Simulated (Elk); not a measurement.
Elk is run on InO (P-6m2, 4 atoms in the cell), and the run fails. The aim is a self-consistent single point with DFT, LDA (PW92), all-electron FP-LAPW, Elk's shipped species files, default APW+lo basis.

Cell that was meant: a = 3.4533 Å, b = 3.4533 Å, c = 15.8755 Å, α = 90.00°, β = 90.00°, γ = 120.00°.

Part of the input:

```
atoms
  2
  'In.in'
  1
  0.6666666667  0.3333333333  0.5900200000    0.0 0.0 0.0
  0.6666666667  0.3333333333  0.4099800000    0.0 0.0 0.0
  'O.in'
```

Log, with long lists cut:

```
│ Elk code version 10.2.4 started │

Error(readinput): error reading from elk.in
Problem occurred in 'atoms' block
Check input convention in manual
```

Question: Read the log: what does the program object to, and what is the fix?

Answer: The fault is an atom count that does not match the list of atoms (count of atoms one too low); here the program stops on it instead of giving results. To fix it, make the count match the list. The program stopped before any SCF iteration.

An input that runs soundly differs in these lines (not the only fix; some lines may just follow from the change or write a value another way):
```diff
-  1
+  2
```

With that input, the run converged in 17 iterations: total energy -323973.2647 eV; top of the valence band (on the code's own zero) -2.22 eV; gap on the k-point mesh 0.33 eV (DFT, LDA (PW92), all-electron FP-LAPW, Elk's shipped species files, default APW+lo basis).

On the sound input: the starting cell comes from a database of computed structures (which also holds hypothetical and non-ambient phases and stackings), without a prior relaxation at this level. Its lattice was rescaled by a random factor within 2.5 % of one. Values depend on the basis (sphere radii, cutoffs, local orbitals), which need not be converged.
